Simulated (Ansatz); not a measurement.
Input:

```yaml
crystal:
  lattice:
    - [-2.48902, 2.48902, 5.06780]
    - [2.48902, -2.48902, 5.06780]
    - [2.48902, 2.48902, -5.06780]
  atoms:
    - { symbol: Zn, position: [0.75000, 0.25000, 0.50000] }
    - { symbol: Zn, position: [0.00000, 0.00000, 0.00000] }
    - { symbol: Sn, position: [0.25000, 0.75000, 0.50000] }
    - { symbol: Sn, position: [0.50000, 0.50000, 0.00000] }
    - { symbol: P, position: [0.09007, 0.12500, 0.46507] }
    - { symbol: P, position: [0.65993, 0.62500, 0.53493] }
    - { symbol: P, position: [0.37500, 0.90993, 0.03493] }
    - { symbol: P, position: [0.87500, 0.34007, 0.96507] }
```

No spin polarisation.

The values are results of plane-wave PAW DFT at the r2SCAN level (Ansatz, a first-principles code, 500 eV), no spin-orbit coupling, earlier PAW set, not measurements. k-mesh 8×8×8 (Γ-centred); smearing 0.05 eV (Fermi–Dirac).

**Question.** Predict the valence-band top at Γ, band gap, gap character and smallest direct gap.

**Answer.** 
- Valence-band top at Γ (three highest levels, from the VBM): 0.00, 0.00, -0.20 eV
- Band gap: 0.48 eV
- Gap character: indirect, Γ → M
- Smallest direct gap: 0.60 eV

Load acts through the strain it causes; cell and atoms are relaxed under it. Stability against distortions was not tested. Competing high-pressure phases were not computed. The cell was made from ZnSnP2 in the chalcopyrite structure (space group I-42d, No. 122) by this change: pressure 60 GPa.
